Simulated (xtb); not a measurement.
xtb 6.7.1, GFN2-xTB: Mo(NMe)(S)(Br)(OSiH3) (C[N]=[Mo](=[S])([Br])[O][SiH3]), 13 atoms. The geometry is a generated start, not checked to be a minimum at this level.

| Property | Value |
|---|---|
| method | GFN2-xTB |
| --acc | 1 (default) |
| --etemp (K) | 300 (default) |
| detailed input (--input) | none: ANC optimiser, Lindh (1995) Hessian, microcycle=20, maxdispl=1.0, hlow=0.01 (default) |
| basis functions | 58 |
| valence electrons | 44 |

```xyz
13

Mo    -0.7150     0.7809     0.4939
N     -1.3254    -0.6133    -0.3353
C     -1.8345    -1.8311    -0.8130
H     -2.3056    -1.6912    -1.7924
H     -1.0292    -2.5682    -0.9187
H     -2.5873    -2.2244    -0.1148
S     -1.1513     0.5905     2.5916
Br    -2.0083     2.6258    -0.2624
O      1.0572     0.9933     0.3213
Si     2.6779     0.9840     0.2279
H      3.1658     1.5947     1.4706
H      3.0005     1.7891    -0.9555
H      3.0552    -0.4301     0.0868
```

Charge 0 and multiplicity 1 are set for this test and not shown to be the ground state.

The structure is relaxed from this start with --opt LEVEL for the levels crude, sloppy, loose, lax, normal, tight, vtight, extreme, once each. Up to the end of the extreme run atoms move by at most 0.42 Å along an axis.

What is the loosest level that ends within 1 meV of the extreme run, and how many cycles does it take?

tight: 24 cycles against 73, ending 0.54 meV above.

```
level    cycles  energy above the extreme run (meV)  gradient norm (eV/Å)
-------  ------  ----------------------------------  --------------------
crude         1                                 5.5                  0.17
sloppy        1                                 5.5                  0.17
loose         1                                 5.5                  0.17
lax           3                                 4.9                 0.040
normal        4                                 4.8                 0.035
tight        24                                0.54                 0.031
vtight       39                                0.17                0.0066
extreme      73                                   —                0.0029
```
